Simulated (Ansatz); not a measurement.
The reference is MgS in the rock salt structure (space group Fm-3m, No. 225).

```
MgS
1.0
    0.00000     2.61481     2.61481
    2.61481     0.00000     2.61481
    2.61481     2.61481     0.00000
S Mg
1 1
Cartesian
  0.00000   0.00000   0.00000
  2.61481   2.61481   2.61481
```

Method: DFT with PBE, PAW potentials and a 420 eV plane-wave cutoff in Ansatz (a program for electronic structure), spin-orbit coupling left out, earlier PAW set.

Before the change:

| Quantity | Value |
|---|---|
| Smallest direct gap | 3.60 eV |
| Band gap | 2.76 eV |
| Lattice parameter a | 5.230 Å |
| Hole mass | 0.25, 0.97, 0.97 mₑ (at Γ) |

Modification: cell and atoms relaxed at a pressure of 10 GPa.

### Question
How does this affect the smallest direct gap, band gap, lattice parameter a and hole mass?

### Answer
The smallest direct gap goes up by 0.90 eV (3.60 eV → 4.50 eV); the band gap goes up by 0.22 eV (2.76 eV → 2.98 eV); the lattice parameter a falls by 0.186 Å, from 5.230 Å to 5.044 Å; the hole mass (degenerate bands, along [100]) changes from 0.25, 0.97, 0.97 mₑ (at Γ) to 0.27, 0.86, 0.86 mₑ (at Γ).

Load acts through the strain it causes; cell and atoms are relaxed under it. Effective masses come from finite differences of ±0.01 Å⁻¹. Whether these cells are dynamically stable was not tested. Competing high-pressure phases were not computed.
